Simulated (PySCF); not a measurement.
PySCF 2.14.0, PBE/def2-svp, df: W(S)(F)(Cl)3 ([F][W](=[S])([Cl])([Cl])[Cl]), 6 atoms. The geometry is a generated start, not checked to be a minimum at this level.

| Quantity | Value |
|---|---|
| task | energy |
| method | pbe |
| basis | def2-svp |
| two-electron scheme | density fitting |
| mol.max_memory | 3000 MB |
| mf.max_cycle | 100 |
| mf.init_guess | minao (default) |
| mf.DIIS | CDIIS (default) |
| mf.diis_space | 8 (default) |
| mf.conv_tol | 1e-09 (default) |
| mf.grids.level | 3 (default) |
| effective core potentials | those of the basis set, past Kr |
| basis functions | 118 |
| grid points | 114096 |

```xyz
6

W      0.0274    -0.0113    -0.0072
S      1.9340    -0.5679    -0.8873
F      0.2502    -0.5126     1.8113
Cl    -1.1383     0.8397    -1.6881
Cl    -1.3122    -1.8058    -0.0528
Cl     0.2388     2.0580     0.8240
```

Charge 0 and multiplicity 1 are set for this test and not shown to be the ground state.

One run each on 2 threads, 1 BLAS thread. Values of level_shift (Hartree) tried: 0 (default), 0.1, 0.3, 1.

### Question
Predict the course of the Fock builds along this series.

### Answer
Fewest Fock builds, within one of each other: 0 (default) with 16, 0.1 with 15. The count rises to 61 at 1. All converge to one solution.

| level_shift (Hartree) | Fock builds | end |
|---|---|---|
| 0 (default) | 16 | same solution |
| 0.1 | 15 | same solution |
| 0.3 | 23 | same solution |
| 1 | 61 | same solution |
